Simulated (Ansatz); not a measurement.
Consider Pd in the fcc (Cu type) structure (space group Fm-3m, No. 225; a = 3.9104 Å; relaxed with 0.1 eV smearing). Axes: x, y, z lie along the cube axes.

The values are results of DFT with r2SCAN, PAW potentials and a 500 eV plane-wave cutoff in Ansatz (a program for electronic structure), spin-orbit coupling left out, not measurements.

One thing is altered: the cell is stretched by 2.00 % along z with no lateral relaxation, atoms relaxed at fixed cell.

Question: Predict the stress tensor and what it implies for the stiffness.

Answer: Stress of the strained cell less that of the base (GPa, compression positive):
```
   -3.1     0.0     0.0
    0.0    -3.1     0.0
    0.0     0.0    -4.0
```

Then −Δσ_ii/ε with ε = 0.0200 gives secant stiffness values (nonlinear terms included at this strain): C33 ≈ 202 GPa, C13 ≈ 155 GPa and C23 ≈ 155 GPa.

Stability against distortions was not tested. The final runs are not spin-polarised. Pd lies near a magnetic instability that expansion can trigger; it was not tested. Pd has a high density of states at the Fermi level and may be magnetic at this level.
